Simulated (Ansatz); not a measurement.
```xyz
2
Lattice="0.0000 0.0000 -2.5110 -1.2897 1.8239 -1.2555 1.2897 1.8239 -1.2555" Properties=species:S:1:pos:R:3 pbc="T T T"
C      0.0000     0.0001    -2.5110
C      0.0000     0.9118    -1.2555
```

No spin polarisation.

The values are results of Ansatz (a first-principles code), r2SCAN, PAW, cutoff 500 eV, without spin-orbit coupling, not measurements. Γ-centred 16×16×16 mesh, Fermi–Dirac width 0.05 eV.

**Question.** Predict the pressure (mean of the normal stresses, compression positive).

**Answer.** -18.75 GPa.

**Question.** What smallest direct gap does the calculation give?

**Answer.** 5.23 eV.

A biaxial case was relaxed in a doubled cell and then solved in the primitive one. The cells carry an imposed strain or load. No phonon test of stability was made. The cell was made from C in the diamond structure (space group Fd-3m, No. 227) by this change: biaxial strain +2.46 %, plane normal [110], relaxed out of plane.
